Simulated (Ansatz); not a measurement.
Ansatz (a program for electronic structure) run on CaZrN₂ (R3m, 4 atoms in the cell): self-consistent single point.

Method of the run: LDA (PW92), default PAW files made with PBE (plane waves; Ansatz).

```xyz
4
Lattice="1.6488 0.9519 5.5787 -1.6488 0.9519 5.5787 0.0000 -1.9039 5.5787" Properties=species:S:1:pos:R:3 pbc="T T T"
Ca     0.0000     0.0000     0.0500
Zr     0.0000     0.0000     8.3680
N      0.0000     0.0000     3.9852
N      0.0000     0.0000    12.7508
```

Reference input (self-consistent single point, DFT, LDA (PW92), plane waves, default PAW files made with PBE): basis.ecutwfc = 420 eV; kpoints.mp_grid.grid = 9 9 9; hamiltonian.xc = lda; hamiltonian.pseudopotentials = {kind: paw} (the program's default PAW files); scf.occupations.method = fermi_dirac; scf.occupations.width = 0.02 eV. This run's input differs from it in these lines:

Ansatz 0.2 input:
```diff
@@ -14,3 +14,3 @@
 kpoints:
-  mp_grid: { grid: [9, 9, 9] }
+  mp_grid: { grid: [18, 18, 18] }
 hamiltonian:
```

Log, with long lists cut:

```
SCF iter   1: F=—  HF=-6604.739917 eV  |F-HF|=—  |Δ(HF+E_count)|=         —  Δρ=1.20e-2  dr2=8.80e-2  ethr=1.77e-3  ⟨swp⟩=7.2  Hψ=67252  notcnv=0
all-band conjugate gradients solve this SCF's bands
preconditioner: auto → none
SCF iter   2: F=—  HF=-6604.719198 eV  |F-HF|=—  |Δ(HF+E_count)|=   2.07e-2  Δρ=3.39e-3  dr2=6.41e-3  ethr=2.75e-4  ⟨swp⟩=2.0  Hψ=21588  notcnv=0
SCF iter   3: F=—  HF=-6604.717965 eV  |F-HF|=—  |Δ(HF+E_count)|=   1.23e-3  Δρ=1.61e-3  dr2=2.07e-3  ethr=2.00e-5  ⟨swp⟩=2.3  Hψ=20007  notcnv=0
SCF iter   4: F=—  HF=-6604.717498 eV  |F-HF|=—  |Δ(HF+E_count)|=   4.68e-4  Δρ=7.26e-4  dr2=1.04e-4  ethr=6.47e-6  ⟨swp⟩=2.0  Hψ=17231  notcnv=0
SCF iter   5: F=—  HF=-6604.717477 eV  |F-HF|=—  |Δ(HF+E_count)|=   2.09e-5  Δρ=1.10e-4  dr2=3.30e-6  ethr=3.26e-7  ⟨swp⟩=2.0  Hψ=15248  notcnv=0
SCF iter   6: F=—  HF=-6604.717478 eV  |F-HF|=—  |Δ(HF+E_count)|=   6.90e-7  Δρ=1.54e-5  dr2=7.75e-8  ethr=3.13e-10  ⟨swp⟩=3.0  Hψ=47340  notcnv=0
SCF iter   7: F=-6604.717478 eV  HF=-6604.717478 eV  |F-HF|=4.59e-9  |Δ(HF+E_count)|=   5.18e-9  Δρ=4.20e-6  dr2=9.31e-9  ethr=2.42e-10  ⟨swp⟩=2.1  Hψ=41080  notcnv=0
SCF 1 converged in 7 iterations: F = -6604.717478 eV  dr2 = 9.31e-9
Free energy (F): -6604.717478 eV
Internal energy: -6604.717478 eV  (E = F + TS)
E sigma→0 (E₀):  -6604.717478 eV
Entropy (-TS):   -0.000000 eV (-0.000 meV/atom)
Fermi energy:    11.971551 eV
--- Forces (eV/Å), atoms counted from 1 ---
  atom   1  Ca     0.00000000     0.00000003    -0.56910729
  atom   2  Zr    -0.00000000    -0.00000004     0.62456612
  atom   3  N      0.00000000     0.00000000    -0.04556136
  atom   4  N     -0.00000000     0.00000000    -0.00985740
--- Stress (GPa, compression-positive) ---
       -6.079548       0.000000      -0.000000
        0.000000      -6.079548       0.000000
       -0.000000       0.000000      -6.103603
  P = ⅓ Tr σ = -6.0876 GPa (-60.876 kbar)
  The stress holds the Pulay correction. Without it, at fixed plane waves, as pw.x and ABINIT print it: P = -6.5345 GPa
```

The run converged in 7 iterations. Against the reference run the free energy hardly moves (within 1 meV/atom), the pressure hardly changes (-6.08 to -6.09 GPa), the largest force moves little (0.626 to 0.625 eV/Å) and the gap on the mesh goes from 0.428 to 0.373 eV.

The starting cell comes from a database of computed structures (which also holds hypothetical and non-ambient phases and stackings), without a prior relaxation at this level. Its lattice was rescaled by up to half a per cent. One atom was moved a little off its site on purpose. With a pressure of about -6 GPa the cell is away from its equilibrium volume at this level. Ansatz's pressure includes its estimate of the finite-basis (Pulay) stress.

Cost on one core of a shared machine: roughly 40 s.
